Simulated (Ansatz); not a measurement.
Structure of amorphous Zr20O43Lu2 (periodic cell):

```
Lu2Zr20O43
1.0
    9.24205     0.08133     0.03175
    0.08133     9.65032    -0.09558
    0.03175    -0.09558     9.22820
Zr O Lu
20 43 2
Cartesian
  1.64528   7.40965   1.46651
  0.21662   3.68968   6.29228
  2.60156   9.12719   6.79705
  6.54581   4.54512   8.23410
  8.07493   5.53657   1.69735
  7.52932   1.54833   8.88904
  5.21397   3.94587   5.04664
  7.52107   6.27836   4.91168
  5.99183   8.95746   6.24016
  3.67784   2.67714   8.01013
  8.14211   2.50743   3.03200
  1.58773   6.45014   4.92032
  8.85816   0.07700   5.27879
  8.55793   7.78965   8.36626
  7.27874   8.96519   2.28631
  2.20118   3.88323   2.63062
  3.27948   0.16269   3.67539
  4.47846   8.95325   0.37260
  1.63599   1.05195   0.63016
  2.82766   5.67692   8.21579
  5.48080   6.04119   4.75661
  0.49610   8.57571   6.83675
  0.94731   2.41461   2.05935
  7.89105   3.47841   1.22022
  7.91359   5.87552   8.84740
  4.98124   8.86453   2.41005
  3.80351   1.29135   0.60883
  6.60387   8.72797   0.14543
  6.99032   8.97017   4.49128
  1.69356   0.08449   5.04478
  3.66373   6.90936   0.67508
  8.82254   7.79682   1.33522
  2.08887   1.36550   7.79276
  2.43998   8.75686   8.93387
  4.33056   2.52515   6.14334
  6.75400   1.30124   1.67773
  3.43883   2.02807   3.17468
  5.91493   5.07837   1.11715
  6.98019   4.42023   6.12628
  2.05856   9.35136   2.08443
  9.21961   7.59779   4.35216
  2.73026   7.06916   3.30511
  4.63321   4.83413   7.57124
  1.72619   4.44483   4.57032
  1.99208   4.01470   7.39087
  7.37511   0.56424   6.99345
  8.97841   2.21800   5.09291
  0.99703   5.44539   1.95047
  2.76524   6.94077   6.55524
  6.23726   2.80184   3.77638
  8.64559   0.48536   3.20836
  1.12734   6.59097   8.76673
  7.08038   7.35798   6.79065
  3.15861   3.87928   0.61748
  4.15609   4.43542   3.19357
  9.23336   5.74115   6.13622
  4.58712   9.39834   7.65109
  4.18218   9.05161   5.26969
  8.18265   4.69279   3.62589
  5.73466   2.65811   8.72450
  8.36326   3.11004   7.91123
  9.03932   0.43884   0.10246
  6.97106   6.90378   2.80766
  4.83622   6.40612   2.62973
  5.12365   2.95109   1.76440
```

Methods: PBE, scalar-relativistic without spin-orbit coupling (Ansatz, a program for electronic structure); r2SCAN, scalar-relativistic without spin-orbit coupling (Ansatz); HSE06, scalar-relativistic without spin-orbit coupling (Ansatz). Neutral PBE cell, which sets geometry, pressure and energy: sampling: a 2×2×2 Γ-centred mesh; Fermi-Dirac width 0.02 eV; no spin polarisation. Exact exchange is cut at the faces of this 9 Å cell, which leaves hybrid gaps a finite-size error.

The cell was made by melting and quenching with the CHGNet potential and then relaxed with DFT. O atoms were pushed apart under 1.9 Å during the dynamics, to hinder bonds among them. The hot cell started wider than the set density and was brought back towards it in steps. It is the lowest in DFT energy of 2 quenches. It is a model cell: composition and starting density were chosen by hand, and all elements were melted together. No dispersion term was used. Its density started from a set value of 5.65 and ended at 5.78 g/cm³. The simulated quench (nominally 300 K/ps over its main leg) is rapid and tends to freeze in more defects than a deposited or slowly cooled glass has. One small periodic cell is one sample of the glass; other quenches scatter about these values. Volume and shape were free in the relaxation. Cycles of charging lowered its energy after that relaxation.

**Question.** Give the pressure and the spacing of the highest filled and lowest empty levels.

**Answer.** 
```json
{
 "Pressure on a 2×2×2 Γ-centred mesh": "0.46 GPa",
 "Largest force and stress component on that mesh (the relaxation ran on the zone centre alone)": "0.21 eV/Å and 1.1 GPa",
 "Level gap on a 2×2×2 Γ-centred mesh (PBE)": "3.32 eV",
 "Level gap at the zone centre (PBE)": "3.40 eV",
 "Level gap at the zone centre (r2SCAN)": "3.85 eV",
 "Level gap at the zone centre (HSE06)": "4.92 eV",
 "Distance between the nearest levels spread over more than a fifth of the atoms or a third of the atoms of their main element (six at least) (PBE, zone centre)": "3.79 eV"
}
```

**Question.** At PBE and the zone centre, how localised are the states just below and above the Fermi level (participation number: the atoms over which a state spreads)?

**Answer.** The highest filled state is spread over 4.8 atoms' worth, largest on O24, with weights by element (charge in smoothed Voronoi cells) O 0.93, Zr 0.04, Lu 0.03. The lowest empty state is spread over 25.6 atoms' worth, largest on Zr19, with weights by element (charge in smoothed Voronoi cells) Zr 0.65, O 0.35, Lu 0.00.

At PBE the levels at the filled edge of the gap are localised (band-tail or defect states), and the nearest spread-out levels lie 3.8 eV apart at the zone centre.

Neighbours within Zr-Zr 3.41 Å, Zr-O 2.60 Å, Zr-Lu 3.76 Å, O-O 1.58 Å, O-Lu 2.78 Å, Lu-Lu 4.11 Å count as bonded. Two cations that share two anions don't count as bonded, nor two that share one unless they lie closer than Zr-Zr 3.32 Å, Zr-Lu 3.66 Å, Lu-Lu 4.00 Å.

Added carriers, by PBE, scalar-relativistic without spin-orbit coupling run with Ansatz on the zone centre alone. Charged cells keep the cell fixed and stand in a uniform background, with no image correction, at a width of 0.01 eV; where the count is odd the moment is locked at 1 μB, unless the neutral cell bore moments. Each starts from the undistorted neutral geometry alone. PBE's self-interaction favours spread-out carriers, so it can miss traps that a hybrid finds.

**Question.** What happens at PBE when the cell takes an extra electron and the atoms relax?

**Answer.** Relaxation lowers the charged cell by 0.14 eV. The largest moves are Zr6 0.11 Å, O54 0.11 Å, O62 0.09 Å, O33 0.08 Å. The level that holds the added charge spreads over 14.5 atoms' worth, most on Zr19 (weight 0.21): a partly localised carrier. No bond crosses its cut-off with a change of over 0.15 Å (metal-metal contacts aside). Made neutral again at that geometry, the cell lies +0.23 eV from the neutral start.

**Question.** What happens at PBE when the cell takes a hole and the atoms relax?

**Answer.** Relaxation lowers the charged cell by 0.53 eV. The largest moves are O24 0.41 Å, O48 0.32 Å, O23 0.29 Å, Zr5 0.29 Å. The level that was emptied spreads over 2.9 atoms' worth, most on O38 (weight 0.48): a localised (trapped) carrier, which neighbours of that atom can share. Bonds broken: Zr5-O38, Zr6-O24, Zr20-O54. Bonds formed: Zr4-O24, Zr6-O28, Zr17-O42. Made neutral again at that geometry, the cell lies +1.11 eV from the neutral start.
